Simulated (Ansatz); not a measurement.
# Competing hops of O-vacancy pair in 3C silicon carbide, charge state +2

System: O-vacancy pair (O on one host C site, one C site vacant) in 3C silicon carbide (charge state +2). Computed with PBE, PAW (plane waves to 420 eV; Ansatz, a first-principles code).

64-site cell at the relaxed PBE lattice, a 2×2×2 k-point mesh shifted by half a step, smearing 0.01 eV, spin-restricted, no finite-size correction. Static, classical nuclei. The charge state is imposed; whether it is stable for some Fermi level was not computed. Forms of the defect that were not tried may lie lower. On the k-point mesh the defect's levels are only partly filled at one site or more.

Barriers: single points on a 3×3×3 k-point mesh shifted by half a step at the bands' geometries.

```csv
Route,Start site over the lowest site run (eV),Hop (Å),Forward barrier (eV),Backward barrier (eV),Neighbours at the start,Neighbours at the saddle,Saddle order,"Forward, on the band's own sampling (eV)"
one C atom jumps into the vacancy from a nearby C site (O-vacancy distance between ideal sites 3.10 Å throughout),0.00,3.12,2.92,2.92,"Si at 1.85, Si at 1.88, Si at 1.90, Si at 1.93 Å","Si at 1.84, 2 Si at 2.00, Si at 2.36 Å",not checked,2.92
one C atom jumps into the vacancy from a nearby C site (O-vacancy distance between ideal sites 3.10 → 5.36 Å),0.00,3.28,4.34,3.36,"Si at 1.86, 2 Si at 1.88, Si at 1.89 Å","Si at 1.82, Si at 1.87, Si at 1.97, Si at 2.28 Å",not checked,4.34
```

Paths come from climbing-image nudged elastic band runs.   A further band (O and the vacancy change places (O-vacancy distance between ideal sites 3.10 Å throughout), 3.60 Å) gave 2.16 eV forward on its own sampling, 2.16 eV above the lowest site run, but a shoulder points to a second hump between its images, so it is not taken as a result. A further band (one C atom jumps into the vacancy from a nearby C site (O-vacancy distance between ideal sites 3.10 → 6.19 Å), 3.02 Å) gave 4.50 eV forward on its own sampling, 4.50 eV above the lowest site run, but at one of its points the charge lies in the host's bands or the defect's levels are part-filled, so it is not taken as a result.
